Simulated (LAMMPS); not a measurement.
LAMMPS 22 Jul 2025, classical MD, EAM (W_zhou.eam.alloy): W, 5488 atoms.

- task: MD, nve
- potential: EAM, W_zhou.eam.alloy
- copies of the repeat unit: 14×14×14
- shape (slab and sphere leave vacuum in the box): bulk
- neighbor skin: 2 Å
- neigh_modify: every 1 delay 0 check yes
- newton: on (default)
- atom_modify sort (bins of 2 Å where set): 1000 (default)
- comm_style: brick (default)
- box: 44.3 × 44.3 × 44.3 Å
- start: generated bcc lattice, warmed in an untimed run

All runs start from one configuration, warmed at this fixed volume for 1000 steps under a thermostat at 1600 K. The run at the shortest step has a mean temperature of 1600 K and a mean pressure of 5.8 GPa.

Each run covers about 2.0 ps at constant energy (mean temperature 1600 K at the shortest step); σ is the standard deviation over the printed steps. One run each, on a shared machine, so no times are given.

Steps tried: 0.5 fs, 1 fs, 2 fs, 2.5 fs, 4 fs, 5 fs, 8 fs, 10 fs, 16 fs, 20 fs, 32 fs.

**Question.** Choose the longest time step that keeps σ(total energy)/σ(kinetic energy) under 10 %.

**Answer.** 16 fs. The run fails or blows up at 32 fs.

```csv
time step,σ(E total)/σ(E kinetic),last minus first total energy (meV/atom),mean temperature (K)
0.5 fs,0.00089,−0.0027,1600
1 fs,0.0015,+0.0027,1600
2 fs,0.0052,+0.018,1600
2.5 fs,0.0047,−0.0097,1600
4 fs,0.0062,+0.0062,1600
5 fs,0.010,+0.0055,1600
8 fs,0.018,−0.026,1590
10 fs,0.040,+0.086,1580
16 fs,0.079,+0.36,1550
20 fs,0.15,+2.0,1530
32 fs,stops: Lost atoms,—,—
```

The bar is a choice.
